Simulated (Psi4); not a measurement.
Psi4 1.11, WB97X/def2-svpd: Mo(O)(NH)(F)2 ([NH]=[Mo](=[O])([F])[F]), 6 atoms. The geometry is a generated start, not checked to be a minimum at this level.

```yaml
task: energy
method: wb97x
basis: def2-svpd
memory: 3 GB
maxiter: 100
keys_of_the_molecule_block: symmetry c1
scf_type: df (default)
guess: auto, which took SAD (default)
scf_initial_accelerator: adiis (default)
e_convergence: 1e-06 (default)
d_convergence: 1e-06 (default)
dft_radial_points: 75 (default)
dft_spherical_points: 302 (default)
effective_core_potentials: those of the basis set, past Kr
basis_functions: 131
grid_points: 130913
```

```xyz
6

Mo     0.0086    -0.1045     0.4518
O      1.5667    -0.1748     0.9605
N     -0.0828     0.2819    -1.2285
H      0.1174     0.5142    -2.1930
F     -0.7614    -1.6949     0.6690
F     -0.8484     1.1781     1.3402
```

Charge 0 and multiplicity 1 are set for this test and not shown to be the ground state.

One run each on 2 threads. Values of diis_max_vecs tried: 3, 6, 10 (default), 20.

Q: How does the count of SCF iterations change with diis_max_vecs, and where is it least?

A: Fewest SCF iterations, within one of each other: 10 (default) with 12, 20 with 12. The count rises to 22 at 3. All converge to one solution.

```
diis_max_vecs  SCF iterations            end
-------------  --------------  -------------
3                          22  same solution
6                          14  same solution
10 (default)               12  same solution
20                         12  same solution
```
